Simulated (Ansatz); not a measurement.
A user runs Ansatz (a quantum-chemistry and plane-wave program) on Y2Cu2O5 (Pna2_1, 36 atoms in the cell) and asks whether the run is sound. The aim is a self-consistent single point with DFT, PBEsol, plane waves, default PAW files made with PBE.

Cell that was meant: a = 10.8554 Å, b = 3.5132 Å, c = 12.5231 Å, α = 90.00°, β = 90.00°, γ = 90.00°.

Part of the input:

Ansatz 0.2 input:
```yaml
    - { symbol: O, position: [0.575900, 0.764000, 0.970000] }
    - { symbol: O, position: [0.075900, 0.736000, 0.970000] }
    - { symbol: O, position: [0.924100, 0.264000, 0.470000] }
basis:
  ecutwfc: 60
kpoints:
  mp_grid:
    grid: [2, 4, 1]
```

Output (repeated stretches shortened):

```
   [... lines left out ...]
PAW frozen core: O, regenerated for the run's functional, and the local potential with it
Initial density: superposition of atomic densities (neutral atoms: chi_scale 0, normalization atom), corrected by the library's trained network
Initial wavefunctions: pseudopotential atomic-orbital guess
Eigensolver: davidson
Functional: x = pbesol(κ = 0.804, μ = 0.12345679012345678), c = pbesol(β = 0.046)
SCF iter   1: F=—  HF=-88426.754317 eV  |F-HF|=—  |Δ(HF+E_count)|=         —  Δρ=2.05e0  dr2=1.50e4  ethr=1.77e-3  ⟨swp⟩=1.0  Hψ=3013  notcnv=0
all-band conjugate gradients solve this SCF's bands
preconditioner: auto → LDOS
SCF iter   2: F=—  HF=-77484.346494 eV  |F-HF|=—  |Δ(HF+E_count)|=    1.09e4  Δρ=1.72e-1  dr2=1.53e2  ethr=1.77e-3  ⟨swp⟩=14.8  Hψ=8126  notcnv=0  defer=33
   [... lines left out ...]
SCF iter  11: F=—  HF=-77427.669912 eV  |F-HF|=—  |Δ(HF+E_count)|=   1.83e-5  Δρ=3.55e-5  dr2=6.70e-6  ethr=8.51e-10  ⟨swp⟩=3.0  Hψ=2357  notcnv=0  defer=93
SCF iter  12: F=—  HF=-77427.669910 eV  |F-HF|=—  |Δ(HF+E_count)|=   1.87e-6  Δρ=1.35e-5  dr2=8.63e-7  ethr=8.51e-10  ⟨swp⟩=2.0  Hψ=1629  notcnv=0  defer=93
SCF iter  13: F=-77427.669910 eV  HF=-77427.669910 eV  |F-HF|=5.85e-9  |Δ(HF+E_count)|=   2.82e-7  Δρ=1.36e-6  dr2=1.03e-8  ethr=2.78e-11  ⟨swp⟩=13.5  Hψ=6109  notcnv=0
SCF 1 converged in 13 iterations: F = -77427.669910 eV  dr2 = 1.03e-8
Free energy (F): -77427.669910 eV
Internal energy: -77427.505445 eV  (E = F + TS)
E sigma→0 (E₀):  -77427.587678 eV
Entropy (-TS):   -0.164465 eV (-4.568 meV/atom)
Fermi energy:    21.851461 eV
--- Forces (eV/Å), atoms counted from 1 ---
  atom   1  Y     -2.43757033     2.18496042     7.68478970
  atom   2  Y      2.43757033    -2.18496042     7.68478970
  atom   3  Y      2.43757033     2.18496042     7.68478970
  atom   4  Y     -2.43757033    -2.18496042     7.68478970
  atom   5  Y      3.52806973     1.93789103    -8.82322681
   [... 27 lines left out ...]
  atom  33  O     -3.74962416     0.23544212    -3.03976706
  atom  34  O      3.74962416    -0.23544212    -3.03976706
   [... lines left out ...]
--- Stress (GPa, compression-positive) ---
    -5049.063240       0.000000       0.000000
        0.000000   -5313.864599       0.000000
        0.000000       0.000000   -5027.947871
  P = ⅓ Tr σ = -5130.2919 GPa (-51302.919 kbar)
  The stress holds no Pulay correction (an occupied level lies too near the plane-wave cutoff): it is that at fixed plane waves, as pw.x and ABINIT print it
```

Task: Is anything amiss in this input, and did it matter?

Result: The run is not sound. The fault is this: a cutoff meant in Ry typed as a bare number, read as eV. A bare number is read in the key's own unit, and eV, Ry (13.6 eV) and Ha (27.2 eV) lie far apart, so the setting ends up far from the one that was meant. To fix it, convert the value to the unit that the key expects. The run converged in 13 iterations without an error; against the sound input the free energy goes up by 469 eV/atom, the pressure goes from -4.16 to -5130 GPa and the largest force goes from 0.824 to 29.38 eV/Å.

An input that runs soundly differs in these lines (not the only fix; some lines may just follow from the change or write a value another way):
```diff
-basis:
-  ecutwfc: 60
```

With that input, the run converged in 14 iterations: free energy E − TS (on the zero of these files) -94315.8756 eV; Fermi level (on the code's own zero) 9.83 eV; pressure -4.16 GPa; largest force (vector length) 0.824 eV/Å (DFT, PBEsol, plane waves, default PAW files made with PBE).

On the sound input: the starting cell comes from a database of published, mostly measured structures (it also holds non-ambient and calculated ones), without a prior relaxation at this level. Its lattice was rescaled by a random factor within 2.5 % of one. Spin polarisation is off, so a magnetic state, if there is one, cannot be reached. With a pressure of about -4 GPa the cell is away from its equilibrium volume at this level. Ansatz's pressure includes its estimate of the finite-basis (Pulay) stress. Without the estimate this run gives -4.73 GPa. Without a gap this mesh is coarse (it stands for a supercell whose shortest vector is 13 Å).
